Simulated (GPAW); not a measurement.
Input and output of a self-consistent single point for Ir₃Os (Pm-3m, 4 atoms in the cell) (GPAW).

Computed with PBEsol, GPAW PAW datasets PBEsol (made by gpaw-setup) (plane waves; GPAW).

The change in words: lattice scaled by 0.98. Reference geometry:
```yaml
crystal:
  lattice:
    - [3.84807, 0.00000, 0.00000]
    - [0.00000, 3.84807, 0.00000]
    - [0.00000, 0.00000, 3.84807]
  atoms:
    - { symbol: Os, position: [0.00000, 0.00000, 0.00000] }
    - { symbol: Ir, position: [0.00000, 0.50000, 0.50000] }
    - { symbol: Ir, position: [0.50000, 0.00000, 0.50000] }
    - { symbol: Ir, position: [0.50000, 0.50000, 0.00000] }
```

Reference input (self-consistent single point, DFT PBEsol, plane waves, GPAW PAW datasets PBEsol (made by gpaw-setup)): mode = pw; ecut = 600 eV; xc = PBEsol; kpts = 11 11 11; mesh shift (steps) = 0 0 0; occupations.name = fermi-dirac; occupations.width = 0.1 eV; nbands = -10; convergence.density = 1e-05 e/electron; symmetry.symmorphic = false; symmetry.tolerance = 0.0005; maxiter = 150. This run's input differs from it in these lines:

```diff
@@ -5,5 +5,5 @@
 atoms = Atoms(['Os', 'Ir', 'Ir', 'Ir'],
-              cell=[[3.848070, 0.000000, 0.000000],
-                    [0.000000, 3.848070, 0.000000],
-                    [0.000000, 0.000000, 3.848070]],
+              cell=[[3.771109, 0.000000, 0.000000],
+                    [0.000000, 3.771109, 0.000000],
+                    [0.000000, 0.000000, 3.771109]],
               scaled_positions=[[0.000000, 0.000000, 0.000000],
```

The program printed (abridged):

```
     iter     time        total  log10-change:
                         energy   eigst   dens
iter:   1 --:--:--   -43.281254
iter:   2 --:--:--   -43.334781   -0.86  -1.54
iter:   3 --:--:--   -44.320619   -1.49  -1.53
iter:   4 --:--:--   -42.943302   -1.13  -1.33
iter:   5 --:--:--   -43.015001   -2.17  -2.02
iter:   6 --:--:--   -43.160784   -2.46  -2.11
iter:   7 --:--:--   -43.024764   -1.89  -1.97
iter:   8 --:--:--   -43.008354   -3.01  -2.46
iter:   9 --:--:--   -43.009982c  -3.43  -2.76
iter:  10 --:--:--   -43.011950c  -3.08  -2.82
iter:  11 --:--:--   -43.007758c  -3.28  -2.61
iter:  12 --:--:--   -43.006457c  -4.41  -2.96
iter:  13 --:--:--   -43.006473c  -5.81  -3.87
iter:  14 --:--:--   -43.006469c  -6.81  -3.98
iter:  15 --:--:--   -43.006477c  -5.94  -4.08
iter:  16 --:--:--   -43.006462c  -6.74  -4.16
iter:  17 --:--:--   -43.006462c  -8.05c -4.56
iter:  18 --:--:--   -43.006460c  -7.75c -4.71
iter:  19 --:--:--   -43.006459c  -8.53c -4.97
iter:  20 --:--:--   -43.006459c  -8.81c -5.01c
Converged after 20 iterations.

Dipole moment: (-0.000000, 0.000000, -0.000000) |e|*Ang

Energy contributions relative to reference atoms: (reference = -1921833.371738)

Kinetic:        +41.744630
Potential:      -36.816969
External:        +0.000000
XC:             -46.841702
Entropy (-ST):   -0.104381
Local:           -1.040226
SIC:             +0.000000
--------------------------
Free energy:    -43.058649
Extrapolated:   -43.006459

Showing only first 2 kpts
 Kpt  Band  Eigenvalues  Occupancy
  0    27     17.74747    0.00000
  0    28     17.74747    0.00000
  0    29     17.74747    0.00000
  0    30     17.92589    0.00000

  1    27     17.33112    0.00001
  1    28     17.58630    0.00000
  1    29     17.61254    0.00000
  1    30     17.74796    0.00000

Fermi level: 16.14566

No gap
No difference between direct/indirect transitions
Energy (eV): -43.006459

Forces in eV/Ang:
  0 Os   -0.00000   -0.00000   -0.00000
  1 Ir    0.00000    0.00000    0.00000
  2 Ir    0.00000    0.00000    0.00000
  3 Ir    0.00000    0.00000   -0.00000

Stress tensor:
    -0.108370     0.000000     0.000000
     0.000000    -0.108370     0.000000
     0.000000     0.000000    -0.108370
Stress (GPa, Voigt): [-17.3628 -17.3628 -17.3628   0.       0.       0.    ]
```

The run converged in 20 iterations. GPAW prints stress with tension positive. Against the reference run the free energy goes up by 21.6 meV/atom and the pressure goes from -7.88 to 17.36 GPa.

The starting cell comes from a database of computed structures (which also holds hypothetical and non-ambient phases and stackings), without a prior relaxation at this level. For this run, on top of that: lattice scaled by 0.98. Spin polarisation is off. With a pressure of about 17 GPa the cell is away from its equilibrium volume at this level.

Cost on one core of a shared machine: roughly 70 s.
